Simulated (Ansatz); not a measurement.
F on the 1x1 (0001) surface of hcp Co, ferromagnetic, one in a 2x1 cell, energies for each (10.8 Å²). Energies are against ½ F2(g), without zero-point or thermal terms; each row is named by its start.

The numbers are results of PBE (plane waves to 420 eV, PAW; Ansatz, a quantum-chemistry and plane-wave program), not measurements.

Model: 9-atom slab, 6.0 Å thick at the start under the adsorbate (thin: gaps and levels are the slab's own), 7x14x1 mesh, Fermi-Dirac 0.1 eV, dipole correction, 4 atoms held, the rest relaxed; each run with such symmetry as its start has; spin-polarised, no spin-orbit, no U, no dispersion correction.

A negative adsorption energy means that the adsorbate is more stable on the surface than in its reference. Starts that drift may end in the same place. Heights count from the host atoms within 0.3 Å of the top one.

```json
[
 {"starting site": "top Co", "E_ads (eV)": "-2.87", "height (Å)": "1.43", "nearest host atom (Å)": "Co 2.00", "bonded to": "3 Co", "Δ work function (eV)": "1.22", "lateral drift (Å)": "1.3", "moment (μB)": "13.8"},
 {"starting site": "hollow Co-Co-Co", "E_ads (eV)": "-2.87", "height (Å)": "1.43", "nearest host atom (Å)": "Co 2.00", "bonded to": "3 Co", "Δ work function (eV)": "1.21", "lateral drift (Å)": "0.1", "moment (μB)": "13.8"},
 {"starting site": "hollow Co-Co-Co over Co at depth 2.0 Å", "E_ads (eV)": "-2.95", "height (Å)": "1.42", "nearest host atom (Å)": "Co 2.00", "bonded to": "3 Co", "Δ work function (eV)": "1.11", "lateral drift (Å)": "0.1", "moment (μB)": "13.9"},
 {"starting site": "bridge Co-Co (span 2.5 Å)", "E_ads (eV)": "-2.95", "height (Å)": "1.42", "nearest host atom (Å)": "Co 2.00", "bonded to": "3 Co", "Δ work function (eV)": "1.12", "lateral drift (Å)": "0.8", "moment (μB)": "13.9"}
]
```
